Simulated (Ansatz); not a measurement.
MoSi2 (model structure, started from the C54 type, Fddd, No. 70, 6 atoms in the cell), treated with PBEsol in Ansatz (PAW).

Run with plane-wave cutoff 520 eV, 16×16×16 k mesh, Fermi–Dirac smearing 0.05 eV, no spin polarisation, scalar-relativistic PAW data made under PBE.

Cell (relaxed at this level):

```cif
data_Mo2Si4
_chemical_formula_sum 'Si4 Mo2'
_space_group_name_H-M_alt 'P 1'
_space_group_IT_number 1
_cell_length_a 5.90527
_cell_length_b 4.92564
_cell_length_c 4.58890
_cell_angle_alpha 76.638
_cell_angle_beta 54.246
_cell_angle_gamma 49.117
loop_
_space_group_symop_operation_xyz
  'x, y, z'
loop_
_atom_site_label
_atom_site_type_symbol
_atom_site_fract_x
_atom_site_fract_y
_atom_site_fract_z
_atom_site_occupancy
Si1 Si 0.66410 0.33590 0.66410 1
Si2 Si 0.33590 0.66410 0.33590 1
Si3 Si 0.58590 0.91410 0.58590 1
Si4 Si 0.91410 0.58590 0.91410 1
Mo1 Mo 0.00000 0.00000 0.00000 1
Mo2 Mo 0.25000 0.25000 0.25000 1
```

Problem. Predict the bulk modulus.

Solution. 
- bulk modulus = 216 GPa

Note: the run has no spin polarisation, so it can have missed a magnetic state; the bulk modulus is −V dP/dV from two relaxed cells at ±2 % in volume; the relaxation could raise the start's symmetry but not lower it, so the cell can be a saddle point.

The computed numbers hold no vibrational or temperature effects.

The result took around 10 core-minutes (rough).

A model structure was made by putting elements into a prototype or built by hand; it is no filed structure, need not be a known phase, and can be a saddle point held by its symmetry.

Ansatz is a first-principles code.
